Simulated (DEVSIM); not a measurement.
System: In0.52Al0.48As/In0.53Ga0.47As n-p heterojunction, at 400 K.

```csv
layer (left to right),material,thickness (μm),Nd (cm⁻³),Na (cm⁻³),τn (s),τp (s)
1,In0.52Al0.48As,0.0750,1.8e17,-,1.1e-8,1.1e-8
2,In0.53Ga0.47As,0.180,-,5.3e17,1.1e-8,1.1e-8
```

Left contact: ohmic. Right contact: ohmic. Voltage is applied to the left contact. Recombination: SRH at mid-gap. Mobility is μmin + (μ − μmin)/(1 + (N/Nref)^α).

Constants are typed, rounded textbook-type inputs, not results; the design itself was drawn at random and stands for no fabricated device. Values at 300 K; Nc and Nv go as T^1.5, mobilities as T to minus their exponent, the gap by Varshni's rule with the affinity fixed. The table also holds parameters that only a changed run uses.

```
parameter         In0.52Al0.48As  In0.53Ga0.47As
----------------  --------------  --------------
gap (eV)                    1.45            0.74
affinity (eV)                  4            4.51
permittivity                12.5            13.9
Nc (cm⁻³)                 5.1e17          2.1e17
Nv (cm⁻³)                 1.1e19          7.7e18
μn (cm²/Vs)                 4000           12000
μp (cm²/Vs)                   75             300
μn,min                       800             300
μp,min                        10              10
Nref,n                      3e16          1.3e17
Nref,p                      1e17          4.9e17
αn                           1.1            0.48
αp                           0.6             0.4
T exponent of μn             1.5             1.6
T exponent of μp             1.5             1.6
Cn (cm⁶/s)                 1e-30           5e-29
Cp (cm⁶/s)                 1e-30           5e-29
Varshni α (eV/K)         0.00042         0.00035
Varshni β (K)                180             190
```

Simulated with DEVSIM: 1D drift-diffusion, Boltzmann statistics, complete ionisation; no tunnelling, impact ionisation, image-force lowering or self-heating. Band offsets follow the typed affinities; no thermionic-emission limit at abrupt steps, no polarisation charge.

Base results: potential step across the device at zero bias (V) 1.061; dark forward voltage at 1 A/cm² (V) 0.346; dark forward voltage at 100 A/cm² (V) 0.565; largest field in the device at zero bias (V/cm) 200000.

### Question
What follows from this one change: thickness of layer 1 0.075 → 0.015 μm?

### Answer
potential step across the device at zero bias little changed (1.061 V); dark forward voltage at 1 A/cm² 0.346 → 0.164 V; dark forward voltage at 100 A/cm² 0.565 → 0.354 V; largest field in the device at zero bias 200000 → 320000 V/cm.

### Question
What follows from this one change: constant mobility in place of the doping-dependent one?

### Answer
potential step across the device at zero bias little changed (1.061 V); dark forward voltage at 1 A/cm² 0.346 → 0.302 V; dark forward voltage at 100 A/cm² 0.565 → 0.520 V; largest field in the device at zero bias little changed (200000 V/cm).
